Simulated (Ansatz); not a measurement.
An Ansatz (an electronic-structure program) run: MgF2; PBEsol, PAW, 420 eV (Ansatz; no spin-orbit coupling).

Input:

Ansatz 0.2 input:
```yaml
crystal:
  lattice:
    - [4.6388520554, 0, 0]
    - [0, 4.6388520554, 0]
    - [0, 0, 3.0623629266]
  atoms:
    - { symbol: Mg, position: [0.5, 0.5, 0.5] }
    - { symbol: Mg, position: [0, 0, 0] }
    - { symbol: F, position: [0.8033948443, 0.1966051557, 0.5] }
    - { symbol: F, position: [0.1966051557, 0.8033948443, 0.5] }
    - { symbol: F, position: [0.3033948443, 0.3033948443, 0] }
    - { symbol: F, position: [0.6966051557, 0.6966051557, 0] }
basis: { ecutwfc: 420, ecutrho_ratio: 4, xc_grid: 2, fft_grid_basis: typed }
kpoints: { mp_grid: { grid: [7, 7, 11] } }
hamiltonian:
  xc: pbesol
  dispersion: none
  pseudopotentials: { kind: paw }
scf: { occupations: { method: fermi_dirac, width: 0.05 }, convergence: { dr2_threshold: 0.0000000006 } }
output: { forces: true, stress: true }
```

Output (explanatory and most iteration lines left out):

```
Pseudopotential: Mg, paw, valence charge 10
Pseudopotential: F, paw, valence charge 7
Crystal: 6 atoms, lattice volume = 65.899 Å³
Basis set: ecut = 420 eV, 1259 PW (Γ), exchange–correlation on 64×64×48 points (8 copies of the dense FFT grid, shifted against one another)
Bands: 30, of which v1, the nominal top of the filled ones, is band 24 counted from 1 (23 counted from 0)
Symmetry: 16 space group operations
Space group: P42/mnm (ITA 136), of the structure as read, at distance tolerance 4.0e-5 Å
k-points: 60 of 539
Functional: x = pbesol(κ = 0.804, μ = 0.12345679012345678), c = pbesol(β = 0.046)
SCF iter   1: F=—  HF=-7035.919048 eV  |F-HF|=—  |Δ(HF+E_count)|=         —  Δρ=1.45e-2  dr2=8.30e-2  ethr=1.77e-3  ⟨swp⟩=6.0  Hψ=8176  notcnv=0  defer=4
SCF iter   2: F=—  HF=-7035.892297 eV  |F-HF|=—  |Δ(HF+E_count)|=   2.68e-2  Δρ=2.01e-3  dr2=7.95e-4  ethr=1.73e-4  ⟨swp⟩=2.1  Hψ=3345  notcnv=0  defer=102
SCF 1 converged in 7 iterations: F = -7035.892309 eV  dr2 = 4.82e-10
SCF converged after 7 iterations
Free energy (F): -7035.892309 eV
Internal energy: -7035.892309 eV  (E = F + TS)
E sigma→0 (E₀):  -7035.892309 eV
Fermi energy:    5.749898 eV
--- Forces (eV/Å), atoms counted from 1 ---
  atom   1  Mg     0.00000000     0.00000000     0.00000000
  atom   2  Mg     0.00000000    -0.00000000     0.00000000
  atom   3  F      0.00000604    -0.00000604     0.00000000
  atom   4  F     -0.00000604     0.00000604     0.00000000
  atom   5  F      0.00000604     0.00000604     0.00000000
  atom   6  F     -0.00000604    -0.00000604     0.00000000
--- Stress (GPa, compression-positive) ---
        0.000147       0.000000       0.000000
        0.000000       0.000147       0.000000
        0.000000       0.000000       0.000722
  P = ⅓ Tr σ = 0.0003 GPa (0.003 kbar)
```

Whether these cells are dynamically stable was not tested. The base started in Pnnm and relaxed to P4_2/mnm at this level. The cell is MgF₂ in the rutile structure (space group P4_2/mnm, No. 136).
